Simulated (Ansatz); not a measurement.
Partial pair distribution functions of a relaxed model of amorphous Si24O46F4, broadened by 0.06 Å; density 2.12 g/cm³. All values below come from PBE, scalar-relativistic without spin-orbit coupling (plane waves to 420 eV, PAW; Ansatz, a quantum-chemistry and plane-wave program).

Preparation: random packing, a CHGNet melt and quench, and a DFT relaxation. O and F atoms were pushed apart under 1.9 Å during the dynamics, to hinder bonds among them. The hot cell started wider than the set density and was brought back towards it in steps. It is the lowest in DFT energy of 2 quenches. It is a model cell: composition and starting density were chosen by hand, and all elements were melted together. No dispersion term was used. Its density started from a set value of 2.12 and ended at 2.12 g/cm³. Cooling (nominally 150 K/ps over its main leg) ran many orders faster than in experiment, which tends to leave more defects and strain. Values belong to this one cell and scatter from quench to quench. The volume was held where the preparation left it, at a PBE pressure of 0.0 GPa. Stress components on the final sampling reach 2.5 GPa.

| r (Å) | g Si-O | g Si-F | g Si-Si | g O-O |
|---|---|---|---|---|
| 1.35 | 0.00 | 0.01 | 0.00 | 0.00 |
| 1.45 | 0.24 | 0.94 | 0.00 | 0.00 |
| 1.55 | 7.53 | 8.82 | 0.00 | 0.00 |
| 1.65 | 17.70 | 5.41 | 0.00 | 0.00 |
| 1.75 | 3.35 | 0.22 | 0.00 | 0.00 |
| 1.85 | 0.06 | 0.00 | 0.00 | 0.00 |
| 1.95 | 0.00 | 0.00 | 0.00 | 0.00 |
| 2.05 | 0.00 | 0.00 | 0.00 | 0.00 |
| 2.15 | 0.00 | 0.00 | 0.00 | 0.00 |
| 2.25 | 0.00 | 0.00 | 0.04 | 0.02 |
| 2.35 | 0.00 | 0.00 | 0.34 | 0.12 |
| 2.45 | 0.00 | 0.00 | 0.19 | 0.63 |
| 2.55 | 0.00 | 0.00 | 0.01 | 3.82 |
| 2.65 | 0.00 | 0.00 | 0.09 | 5.97 |
| 2.75 | 0.00 | 0.00 | 0.45 | 3.74 |
| 2.85 | 0.07 | 0.00 | 2.40 | 1.90 |
| 2.95 | 0.12 | 0.00 | 5.09 | 0.91 |
| 3.05 | 0.29 | 0.27 | 3.01 | 0.40 |
| 3.15 | 0.91 | 1.28 | 2.76 | 0.33 |
| 3.25 | 1.08 | 0.63 | 1.59 | 0.40 |
| 3.35 | 1.18 | 1.49 | 0.14 | 0.38 |
| 3.45 | 0.94 | 2.18 | 0.00 | 0.46 |
| 3.55 | 0.93 | 0.86 | 0.08 | 0.41 |
| 3.65 | 1.13 | 0.53 | 0.16 | 0.62 |
| 3.75 | 1.38 | 1.61 | 0.28 | 0.66 |
| 3.85 | 1.38 | 2.63 | 0.56 | 0.72 |
| 3.95 | 1.68 | 1.72 | 0.52 | 0.78 |
| 4.05 | 1.83 | 2.63 | 0.83 | 0.58 |
| 4.15 | 1.79 | 3.59 | 0.76 | 0.80 |
| 4.25 | 1.62 | 1.56 | 0.87 | 0.87 |
| 4.35 | 1.21 | 0.26 | 1.06 | 0.97 |
| 4.45 | 1.10 | 0.27 | 1.20 | 0.98 |
| 4.55 | 0.74 | 0.52 | 1.27 | 1.02 |
| 4.65 | 0.60 | 0.80 | 0.92 | 1.15 |
| 4.75 | 0.51 | 1.49 | 0.54 | 1.12 |
| 4.85 | 0.58 | 0.80 | 0.72 | 1.16 |
| 4.95 | 0.51 | 0.53 | 1.07 | 1.16 |
| 5.05 | 0.63 | 0.62 | 1.05 | 1.38 |
| 5.15 | 0.72 | 0.56 | 1.42 | 1.47 |
| 5.25 | 0.75 | 1.00 | 1.72 | 1.39 |

Within 1.90 Å each Si has 3.83 O neighbours on average.
